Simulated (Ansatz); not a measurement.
An Ansatz (an electronic-structure program) run: Ti2CdC; PBEsol in Ansatz (plane waves to 420 eV, PAW, spin-orbit coupling left out).

Input:

Ansatz 0.2 input:
```yaml
crystal:
  lattice:
    - [3.0624263662, 0, 0]
    - [-1.5312131831, 2.6521390304, 0]
    - [0, 0, 14.3274216251]
  atoms:
    - { symbol: Ti, position: [0.6666666667, 0.3333333333, 0.578302133] }
    - { symbol: Ti, position: [0.3333333333, 0.6666666667, 0.421697867] }
    - { symbol: Ti, position: [0.3333333333, 0.6666666667, 0.078302133] }
    - { symbol: Ti, position: [0.6666666667, 0.3333333333, 0.921697867] }
    - { symbol: Cd, position: [0.6666666667, 0.3333333333, 0.25] }
    - { symbol: Cd, position: [0.3333333333, 0.6666666667, 0.75] }
    - { symbol: C, position: [0, 0, 0.5] }
    - { symbol: C, position: [0, 0, 0] }
basis: { ecutwfc: 420, ecutrho_ratio: 4, xc_grid: 2, fft_grid_basis: typed }
kpoints: { mp_grid: { grid: [17, 17, 4] } }
hamiltonian:
  xc: pbesol
  dispersion: none
  pseudopotentials: { kind: paw }
scf: { occupations: { method: fermi_dirac, width: 0.05 }, convergence: { dr2_threshold: 0.0000000008 } }
output: { forces: true, stress: true }
```

Output (explanatory and most iteration lines left out):

```
Pseudopotential: Ti, paw, valence charge 12
Pseudopotential: Cd, paw, valence charge 20
Pseudopotential: C, paw, valence charge 4
Crystal: 8 atoms, lattice volume = 116.367 Å³
Basis set: ecut = 420 eV, 2267 PW (Γ), exchange–correlation on 48×48×192 points (8 copies of the dense FFT grid, shifted against one another)
Bands: 56, of which v1, the nominal top of the filled ones, is band 48 counted from 1 (47 counted from 0)
Symmetry: 24 space group operations
Space group: P63/mmc (ITA 194), of the structure as read, at distance tolerance 4.9e-5 Å
k-points: 99 of 1156
Functional: x = pbesol(κ = 0.804, μ = 0.12345679012345678), c = pbesol(β = 0.046)
SCF iter   1: F=—  HF=-26761.987527 eV  |F-HF|=—  |Δ(HF+E_count)|=         —  Δρ=7.44e-3  dr2=5.73e-2  ethr=1.77e-3  ⟨swp⟩=5.9  Hψ=18098  notcnv=0  defer=2
SCF iter   2: F=—  HF=-26761.972973 eV  |F-HF|=—  |Δ(HF+E_count)|=   1.46e-2  Δρ=3.35e-3  dr2=1.48e-2  ethr=5.96e-5  ⟨swp⟩=2.0  Hψ=9322  notcnv=0  defer=92
SCF 1 converged in 9 iterations: F = -26761.968617 eV  dr2 = 2.32e-10
SCF converged after 9 iterations
Free energy (F): -26761.968617 eV
Internal energy: -26761.932115 eV  (E = F + TS)
E sigma→0 (E₀):  -26761.950366 eV
Entropy (-TS):   -0.036501 eV (-4.563 meV/atom)
Fermi energy:    14.206113 eV
--- Forces (eV/Å), atoms counted from 1 ---
  atom   1  Ti     0.00000000    -0.00000000    -0.00021983
  atom   2  Ti    -0.00000000    -0.00000000     0.00021983
  atom   3  Ti    -0.00000000    -0.00000000    -0.00021983
  atom   4  Ti     0.00000000     0.00000000     0.00021983
  atom   5  Cd    -0.00000000    -0.00000000     0.00000000
  atom   6  Cd    -0.00000000     0.00000000     0.00000000
  atom   7  C      0.00000000    -0.00000000     0.00000000
  atom   8  C     -0.00000000    -0.00000000     0.00000000
--- Stress (GPa, compression-positive) ---
       -0.007843       0.000000       0.000000
        0.000000      -0.007843       0.000000
        0.000000       0.000000      -0.005575
  P = ⅓ Tr σ = -0.0071 GPa (-0.071 kbar)
```

No phonon test of stability was made. All final runs are without spin polarisation. The cell is Ti₂CdC (space group P6_3/mmc, No. 194; a cell from a computed database, its experimental status unchecked).
